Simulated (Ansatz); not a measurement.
Ru, cell Ru48, first heated far above this temperature, then brought to it, below the measured melting point of 2607 K (tabulated, unchecked) (supercooled) [in the run: it was liquid; mean temperature 2571 K (target 2820 K)]; MD at a mean temperature of 2571 K and a mean pressure of -1.8 GPa, 6.8 ps sampled (in preparation the cell's shape was held), k-points: one point, (1/4, 1/4, 1/4), no spin polarisation or spin-orbit coupling.

Prepared at the same level. Atoms moved only 0.8 Å² (mean square) in the hot stage, so mixing may be incomplete. The cell wasn't fully relaxed to the target pressure: the run's mean is -1.8 GPa. On the run's last frame a denser k-mesh moved the forces by 0.056 eV/Å rms, the static pressure by 0.06 GPa and the free energy by 3 meV/atom, which is about how far such values are converged. Warnings of the run: stress scf threshold loose, symmetry auto disabled.

Predict the first peak of g(r); density; Ru-Ru-Ru angle from PBE in Ansatz (a program for electronic structure).


The first peak of g(r) is 2.61 Å, height 2.5. The density is 10.25 g/cm³ and the Ru-Ru-Ru angle comes out as mean 96°, spread 34°, most frequent near 56°.
